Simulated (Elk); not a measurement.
**Worked example: self-consistent single point of HfN (Fm-3m, 2 atoms in the cell) in Elk**

Method: PBE, all-electron FP-LAPW, Elk's shipped species files, APW+lo basis with extra local orbitals run with Elk.

Input as run:

```
tasks
  0

xctype
  20

tforce
  .true.

rgkmax
  8.0

gmaxvr
  18.0

lmaxapw
  10

lmaxo
  8

nxlo
  2

lorbcnd
  .true.

lradstp
  2

nrmtscf
  2.0

rmtscf
  0.87

lmaxi
  4

stype
  0

swidth
  0.00999582

maxscl
  100

scale
  1.889726125

avec
    0.0000000000    2.2600000000    2.2600000000
    2.2600000000    0.0000000000    2.2600000000
    2.2600000000    2.2600000000    0.0000000000

sppath
  './'

atoms
  2
  'Hf.in'
  1
  0.0000000000  0.0000000000  0.0000000000    0.0 0.0 0.0
  'N.in'
  1
  0.5000000000  0.5000000000  0.5000000000    0.0 0.0 0.0

ngridk
  10 10 10
```

The program printed (abridged):

```
│ Elk code version 10.2.4 │

All units are atomic (Hartree, Bohr, etc.)

│ Ground-state run starting from atomic densities │

Lattice vectors :
   0.000000000       4.270781042       4.270781042
   4.270781042       0.000000000       4.270781042
   4.270781042       4.270781042       0.000000000

Unit cell volume      :    155.7944256
Brillouin zone volume :    1.592163599

Muffin-tin inner radius fraction :   0.1000000000E-01

Nuclei treated as point charges

Species :    1 (Hf)
 parameters loaded from : Hf.in
 name : hafnium
 nuclear charge    :   -72.00000000
 electronic charge :    72.00000000
 atomic mass :    325367.3656
 muffin-tin radius :    2.436000000
 number of radial points in muffin-tin :   1399
 atomic positions (lattice), magnetic fields (Cartesian) :
   1 :   0.00000000  0.00000000  0.00000000    0.00000000  0.00000000  0.00000000

Species :    2 (N)
 parameters loaded from : N.in
 name : nitrogen
 nuclear charge    :   -7.000000000
 electronic charge :    7.000000000
 atomic mass :    25532.65214
 muffin-tin radius :    1.566000000
 number of radial points in muffin-tin :    599
 atomic positions (lattice), magnetic fields (Cartesian) :
   1 :   0.50000000  0.50000000  0.50000000    0.00000000  0.00000000  0.00000000

Total number of atoms per unit cell :    2

Spin treatment :
 spin-unpolarised

Number of Bravais lattice symmetries :   48
Number of crystal symmetries         :   48
Crystal has inversion symmetry
Real symmetric eigensolver will be used

k-point grid :     10    10    10
k-point offset :    0.000000000       0.000000000       0.000000000
k-point set is reduced with full crystal symmetry group
Total number of k-points :       47

Muffin-tin radius times maximum |G+k| :    8.000000000
 using average radius
Maximum |G+k| for APW functions       :    3.998001000
Maximum (1/2)|G+k|²                   :    7.992005996
Maximum |G| for potential and density :    18.00000000
 potential will be trimmed for |G| > 2 gkmax
Constant for pseudocharge density :   11
Radial integration step length :    2

G-vector grid sizes :     35    35    35
Number of G-vectors :    15353

Maximum angular momentum used for
 APW functions                      :   10
 outer part of muffin-tin           :    8
 inner part of muffin-tin           :    4

Total nuclear charge    :   -79.00000000
Total core charge       :    48.00000000
Total valence charge    :    31.00000000
Total excess charge     :    0.000000000
Total electronic charge :    79.00000000

Effective Wigner radius, rₛ :   0.7779387498

Number of empty states         :    8
Total number of valence states :   24
Total number of core states    :   48

Conduction state local-orbitals added automatically
Total number of local-orbitals :  226

Exchange-correlation functional :     20     0     0
 Perdew-Burke-Ernzerhof, Phys. Rev. Lett. 77, 3865 (1996)
 gradient requirement :    1
 generalised gradient approximation (GGA)

Smearing type :    0
 Gaussian
Smearing width :   0.9995820000E-02
Effective electronic temperature (K) :    3156.430308

Mixing type :    3
 Broyden mixing, J. Phys. A: Math. Gen. 17, L317 (1984)

Kohn-Sham potential initialised from atomic data
│ Self-consistent loop started │
│ Loop number : 1 │
 total energy                :     -15148.9631523
│ Loop number : 2 │
 total energy                :     -15149.4547333
RMS change in Kohn-Sham potential (target) :    1.071432672     (  0.1000000000E-05)
Absolute change in total energy (target)   :   0.4915809711     (  0.1000000000E-03)
│ Loop number : 3 │
 total energy                :     -15149.0311402
RMS change in Kohn-Sham potential (target) :    1.056488251     (  0.1000000000E-05)
Absolute change in total energy (target)   :   0.3006978878     (  0.1000000000E-03)
│ Loop number : 4 │
 total energy                :     -15151.6761870
RMS change in Kohn-Sham potential (target) :   0.5334028198     (  0.1000000000E-05)
Absolute change in total energy (target)   :    2.569872335     (  0.1000000000E-03)
│ Loop number : 5 │
 total energy                :     -15152.1385658
RMS change in Kohn-Sham potential (target) :   0.1773139786     (  0.1000000000E-05)
Absolute change in total energy (target)   :    1.104846875     (  0.1000000000E-03)
   [... lines left out ...]
Absolute change in total energy (target)   :   0.4136648462E-02 (  0.1000000000E-03)
│ Loop number : 14 │
 total energy                :     -15152.7524568
RMS change in Kohn-Sham potential (target) :   0.2054872327E-05 (  0.1000000000E-05)
Absolute change in total energy (target)   :   0.9385978337E-03 (  0.1000000000E-03)
│ Loop number : 15 │
 total energy                :     -15152.7523491
RMS change in Kohn-Sham potential (target) :   0.1103711822E-05 (  0.1000000000E-05)
Absolute change in total energy (target)   :   0.3423465296E-03 (  0.1000000000E-03)
│ Loop number : 16 │
 total energy                :     -15152.7522877
RMS change in Kohn-Sham potential (target) :   0.3012249213E-06 (  0.1000000000E-05)
Absolute change in total energy (target)   :   0.1469440031E-03 (  0.1000000000E-03)
│ Loop number : 17 │
 total energy                :     -15152.7522663
RMS change in Kohn-Sham potential (target) :   0.3068380067E-07 (  0.1000000000E-05)
Absolute change in total energy (target)   :   0.5813667303E-04 (  0.1000000000E-03)
Convergence targets achieved

│ Loop number : 18 │

Energies :
 Fermi                       :     0.561177706297
 sum of eigenvalues          :     -9244.38663597
 electron kinetic            :      16943.7741814
 core electron kinetic       :      16393.8062253
 Coulomb                     :     -31779.5847255
 Coulomb potential           :     -25773.7271699
 nuclear-nuclear             :     -1216.30401789
 electron-nuclear            :     -35352.8342453
 Hartree                     :      4789.55353768
 Madelung                    :     -18892.7211405
 xc potential                :     -414.433647403
 exchange                    :     -312.351352522
 correlation                 :     -4.59036862973
 total energy                :     -15152.7522653

Density of states at Fermi energy :    19.06357868
 (states/Hartree/unit cell)

Estimated indirect band gap :   0.2165332611E-02
 from k-point     26 to k-point     15
Estimated direct band gap   :   0.5013670474E-01
 at k-point      7

Charges :
 core                        :    48.00000000
 valence                     :    31.00000000
 interstitial                :    3.411876340
 muffin-tins (core leakage)
  species :    1 (Hf)
   atom    1                 :    69.70456938     (  0.5506745147E-05)
  species :    2 (N)
   atom    1                 :    5.883554276     (  0.2237889666E-05)
 total in muffin-tins        :    75.58812366
 total calculated charge     :    78.99970181
 total charge                :    79.00000000
 error                       :   0.2981941729E-03

│ Self-consistent loop stopped │

Forces :
 species :    1 (Hf)
  atom :    1
   Hellmann-Feynman          :     0.00000000    0.00000000    0.00000000
   IBS                       :    -0.00000000   -0.00000000   -0.00000000
   total force               :     0.00000000   -0.00000000    0.00000000
   total magnitude           :     0.00000000
 species :    2 (N)
  atom :    1
   Hellmann-Feynman          :    -0.00000000    0.00000000    0.00000000
   IBS                       :     0.00000000   -0.00000000   -0.00000000
   total force               :     0.00000000    0.00000000   -0.00000000
   total magnitude           :     0.00000000
```

The run converged in 18 iterations. The count includes the last loop, which Elk runs after its targets are met.

The starting cell has typed, rounded lattice constants, without a prior relaxation at this level. Spin-orbit coupling is off. Values depend on the basis (sphere radii, cutoffs, local orbitals), which need not be converged. The log's line on a gap gives a spacing of levels on this mesh, which the program prints for metals too.

Cost on one core of a shared machine: roughly 40 s.
